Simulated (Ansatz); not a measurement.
A computed series for Ca: element substitutions

The parent structure is Ca in the fcc (Cu type) structure (space group Fm-3m, No. 225; a = 5.569 Å).

Each row replaces one element on all its sites; cell and atoms are relaxed.

Computed with r2SCAN (Ansatz, a program for electronic structure), no SOC, earlier PAW set.

Candidates:
(a) Ca → K
(b) Ca → Ba
(c) Ca → Sc

Before the change:

The lattice parameter a comes out as 5.569 Å.

Question: Order them by lattice parameter a, highest first.

Answer: (a) Ca → K (6.744 Å), (b) Ca → Ba (6.455 Å), (c) Ca → Sc (4.650 Å)

No phonon test of stability was made. For K and Ba in this form, whether it has been made was not checked. All final runs are without spin polarisation. This is not the structure that K has at room temperature and ambient pressure. This is not the structure that Ba has at room temperature and ambient pressure. This is not the structure that Sc has at room temperature and ambient pressure.
